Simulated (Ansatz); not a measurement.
Base system: Cs$_{2}$AgBiBr$_{6}$ (space group Fm-3m, No. 225; a = 11.1863 Å).

All numbers come from PBEsol (Ansatz, an electronic-structure program), no spin-orbit coupling.

Before the change:

| Property | Result |
|---|---|
| Electron mass | 0.36 mₑ along k, 0.25 mₑ across (at L) |
| Smallest direct gap | 2.23 eV |
| Gap character | indirect, X → L |

Modification: Li takes the place of Cs on all its sites, then cell and atoms are relaxed.

Tabulated Pauling electronegativity and covalent radius: Cs 0.79, 2.44 Å; Li 0.98, 1.28 Å.

### Question
How does this affect the electron mass?

### Answer
The electron mass changes from 0.36 mₑ along k, 0.25 mₑ across (at L) to 0.35 mₑ along k, 0.25 mₑ across (at L).

### Question
What happens to the smallest direct gap?

### Answer
The smallest direct gap increases by 0.04 eV, from 2.23 eV to 2.27 eV.

### Question
What happens to the gap character?

### Answer
The gap character stays indirect, X → L.

With Bi present, leaving out spin-orbit coupling can change the band edges. Effective masses come from finite differences of ±0.01 Å⁻¹. Along k means along the line from Γ to the band edge. No phonon test of stability was made. As relaxed here, Li2AgBiBr6 is a hypothetical phase, not in the database extracts checked.
